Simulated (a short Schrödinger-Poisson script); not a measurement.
**MOS inversion layer, SiO2 on p-type Si(100)**

Structure: MOS inversion layer, SiO2 on p-type Si(100), at 300 K.

```csv
layer,material,thickness (nm),Na (cm⁻³)
1,SiO2,3.3,-
2,Si,910,6.6e17
```

Constants are typed, rounded textbook-type inputs, not results; the design itself was drawn at random and stands for no fabricated device. SiO2: permittivity 3.9, conduction-band edge (eV) 3.15, gap (eV) 9, electron mass (mₑ) 0.5. Si: permittivity 11.7, conduction-band edge (eV) 0, gap (eV) 1.124, Nv at 300 K (cm⁻³) 3.1e19.

Channel valleys (confinement mass, in-plane density-of-states mass, number): Δ2 0.916, 0.19, 2; Δ4 0.19, 0.417, 4. At the gate the conduction-band edge of layer 1 lies 3.16 eV − eVg above the Fermi level of the channel; the field vanishes at the back. Gaps are held at their typed values at every temperature. Mesh 0.03 nm at interfaces.

From a short Schrödinger-Poisson script (our own, NumPy): 1D Poisson equation in equilibrium, electrons quantum, Hartree (BenDaniel-Duke, 12 states a valley, the channel's in-plane mass for all, wave functions ending at the dielectric), parabolic valleys, classical holes, full ionisation, no traps, pinning or gate leakage.

| Vg (V) | electrons (cm⁻²) | C (μF/cm²) | Δ2 E0 (meV) | Δ2 E1 (meV) | Δ4 E0 (meV) | Δ4 E1 (meV) |
|---|---|---|---|---|---|---|
| 0.15 | 1.22e7 | 0.215 | 339.5 | 406.1 | 400.9 | 509.3 |
| 0.3 | 1.01e9 | 0.206 | 224.3 | 294.6 | 289.1 | 404.0 |
| 0.45 | 6.49e10 | 0.378 | 115.5 | 189.3 | 183.6 | 304.1 |
| 0.6 | 5.32e11 | 0.729 | 59.3 | 136.6 | 131.0 | 255.0 |
| 0.75 | 1.24e12 | 0.828 | 35.1 | 116.0 | 110.5 | 236.6 |
| 0.9 | 2.02e12 | 0.866 | 20.0 | 104.3 | 99.1 | 226.9 |
| 1.05 | 2.84e12 | 0.887 | 8.8 | 96.4 | 91.3 | 220.5 |
| 1.2 | 3.67e12 | 0.900 | -0.5 | 90.3 | 85.5 | 215.9 |
| 1.35 | 4.51e12 | 0.909 | -8.5 | 85.4 | 80.8 | 212.4 |
| 1.5 | 5.36e12 | 0.916 | -15.6 | 81.3 | 76.8 | 209.5 |
| 1.65 | 6.22e12 | 0.921 | -22.2 | 77.6 | 73.3 | 207.0 |
| 1.8 | 7.08e12 | 0.925 | -28.3 | 74.4 | 70.3 | 204.9 |
| 1.95 | 7.95e12 | 0.929 | -34.1 | 71.5 | 67.4 | 203.1 |
| 2.1 | 8.82e12 | 0.932 | -39.7 | 68.7 | 64.8 | 201.4 |
| 2.25 | 9.69e12 | 0.935 | -45.0 | 66.2 | 62.4 | 199.9 |
| 2.4 | 1.06e13 | 0.937 | -50.2 | 63.8 | 60.1 | 198.5 |

Gate voltages with under 1e6 electrons/cm² are left out.

Subbands count from the Fermi level.
